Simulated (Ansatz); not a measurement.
System: CsCl-type CoAl. Method: LDA in Ansatz (PAW).

From the output:

```
WARN output.stress: scf.convergence.dr2_threshold = 1e-9 eV is looser than the 2e-10 eV advised for a printed stress (1e-10 eV for each atom of the cell: 2)
Crystal: 2 atoms, lattice volume = 23.116 Å³
Basis set: ecut = 520 eV, 619 PW (Γ), exchange–correlation on 48×48×48 points (8 copies of the dense FFT grid, shifted against one another)
Bands: 14, of which v1, the nominal top of the filled ones, is band 10 counted from 1 (9 counted from 0)
Symmetry: 48 space group operations
Space group: Pm-3m (ITA 221), of the structure as read, at distance tolerance 2.8e-5 Å
k-points: 286 of 8000
Functional: x = slater, c = lda
SCF iter   1: F=—  HF=-5576.961174 eV  |F-HF|=—  |Δ(HF+E_count)|=         —  Δρ=1.76e-2  dr2=3.29e-2
SCF iter   2: F=—  HF=-5576.957107 eV  |F-HF|=—  |Δ(HF+E_count)|=   4.07e-3  Δρ=6.35e-3  dr2=4.05e-3
  ...
SCF iter   6: F=—  HF=-5576.956631 eV  |F-HF|=—  |Δ(HF+E_count)|=   2.57e-6  Δρ=2.17e-6  dr2=2.44e-10
SCF iter   7: F=-5576.956631 eV  HF=-5576.956631 eV  |F-HF|=1.82e-12  |Δ(HF+E_count)|=  8.37e-11  Δρ=1.35e-7  dr2=3.16e-12
SCF 1 converged in 7 iterations: F = -5576.956631 eV  dr2 = 3.16e-12
SCF converged after 7 iterations
Free energy (F): -5576.956631 eV
Internal energy: -5576.949687 eV  (E = F + TS)
E sigma→0 (E₀):  -5576.953159 eV
Fermi energy:    14.155822 eV
--- Forces (eV/Å), atoms counted from 1 ---
  atom   1  Al     0.00000000     0.00000000     0.00000000
  atom   2  Co    -0.00000000     0.00000000     0.00000000
--- Stress (GPa, compression-positive) ---
      -10.685123       0.000000      -0.000000
        0.000000     -10.685123       0.000000
        0.000000       0.000000     -10.685123
  P = ⅓ Tr σ = -10.6851 GPa (-106.851 kbar)
```

**Question.** Write an input file that could have produced this run (the log leaves some choices open).

**Answer.** Several could match; the one computed here: 
Ansatz 0.2 input:
```yaml
crystal:
  lattice:
    - [2.8486565694, 0.0, 0.0]
    - [0.0, 2.8486565694, 0.0]
    - [0.0, 0.0, 2.8486565694]
  atoms:
    - { symbol: Al, position: [0.5, 0.5, 0.5] }
    - { symbol: Co, position: [0.0, 0.0, 0.0] }
basis:
  ecutwfc: 520
  ecutrho_ratio: 4
  xc_grid: 2
kpoints:
  mp_grid: { grid: [20, 20, 20] }
hamiltonian:
  xc: lda
  dispersion: none
  pseudopotentials: { kind: paw }
scf:
  occupations: { method: fermi_dirac, width: 0.05 }
  convergence: { dr2_threshold: 0.000000001 }
output:
  forces: true
  stress: true
  eigenvalues: true
```

The cell is one volume of an energy–volume scan, off the minimum.

The PAW data were made under PBE.

It cost roughly 5 core-seconds of CPU time.

Ansatz is a first-principles code.
